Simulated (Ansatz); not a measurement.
Here is the system:

```
CELL_PARAMETERS angstrom
      3.19522     0.00000     0.00000
     -1.59761     2.76714     0.00000
      0.00000     0.00000     5.17060
ATOMIC_POSITIONS crystal
  Mg 0.66667 0.33333 0.75000
  Mg 0.33333 0.66667 0.25000
```

No spin polarisation.

The values are results of PBE (Ansatz, a first-principles code, PAW, no SOC), not measurements. Γ-centred 21×21×11 mesh, Fermi–Dirac width 0.1 eV.

Problem. What is the computed stress (xx, yy, zz, yz, xz, xy; compression positive)?

Solution. (0.1, 0.1, 0.3, 0.0, 0.0, 0.0) GPa.

Problem. What band gap does the calculation give?

Solution. Zero.

The cells carry an imposed strain or load. Whether these cells are dynamically stable was not tested. The cell was made from Mg in the hcp (Mg type) structure (space group P6_3/mmc, No. 194) by this change: uniaxial strain ε_zz = −0.50 %.
